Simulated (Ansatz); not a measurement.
The parent structure is SiC in the zinc blende structure (space group F-43m, No. 216; a = 4.357 Å).

Level of theory: r2SCAN in Ansatz (plane waves to 500 eV, PAW, no spin-orbit coupling), earlier PAW set.

One change was made to it. Results:

```tsv
quantity	base	after
band gap	1.71 eV	zero
volume per atom	10.34 Å³	16.00 Å³
```

Name the change that was made.
A. C → Pb
B. Si → Mg
C. Si → Pb

B, Si → Mg. For comparison, the volume per atom in the other runs: C → Pb gives 29.93 Å³; Si → Pb gives 18.63 Å³.

With Pb present, leaving out spin-orbit coupling can change the band edges. Whether these cells are dynamically stable was not tested. As relaxed here, MgC, PbSi and PbC are hypothetical phases, not in the database extracts checked. All final runs are without spin polarisation. The zero or small gap of PbSi and PbC can change with the level of theory.

Ansatz is an electronic-structure program.
